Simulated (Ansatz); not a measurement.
Structures of equal composition on the (0001) surface of hcp Ru: a pseudomorphic layer of Fe in the host's stacking; a pseudomorphic layer of Fe in the other hollow. The slabs share one bottom face, and each structure is named by its start. These are constructed structures in small cells; real faces may alloy, dewet or reconstruct in larger ones, and not all known structures of the face are among them. Slabs of about 11 Å, Fermi-Dirac smearing of 0.1 eV. Bottom of the slabs: a bare face, its two planes held. Relaxed from the named starts with such symmetry as they have, on meshes of like density; energies extrapolated to zero smearing; spin only where a row says so; no spin-orbit coupling, no U. Brackets mark spin-polarised runs, whose order is one that fits the cell.

Level of theory: PBE (plane waves to 420 eV, PAW; Ansatz, a quantum-chemistry and plane-wave program).

Task: Order them by energy per 1x1 cell (lowest first) at the level PBE.

Result: a pseudomorphic layer of Fe in the host's stacking (0.000 eV [spin, 2.5 μB a cell]), a pseudomorphic layer of Fe in the other hollow (0.087 eV [spin, 2.7 μB a cell])
